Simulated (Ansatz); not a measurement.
## BN: element substitutions

Consider BN in the zinc blende structure (space group F-43m, No. 216).

```
BN
1.0
    0.00000     1.80285     1.80285
    1.80285     0.00000     1.80285
    1.80285     1.80285     0.00000
N B
1 1
Cartesian
  2.70427   2.70427   2.70427
  0.00000   0.00000   0.00000
```

Each row replaces one element on all its sites; cell and atoms are relaxed.

Levels (all Ansatz, a first-principles code, PAW): PBEsol (420 eV, no spin-orbit coupling); r2SCAN (500 eV, no SOC).

Band gaps by level, all at the geometries relaxed with PBEsol:

| case | PBEsol | r2SCAN |
|---|---|---|
| base | 4.30 eV | 5.01 eV |
| N → O | zero | zero |
| N → P | 1.11 eV | 1.40 eV |

Single points use the geometry relaxed with PBEsol. Stability against distortions was not tested. As relaxed here, BO is a hypothetical phase, not in the database extracts checked. All final runs are without spin polarisation. An odd electron count without spin: BO.
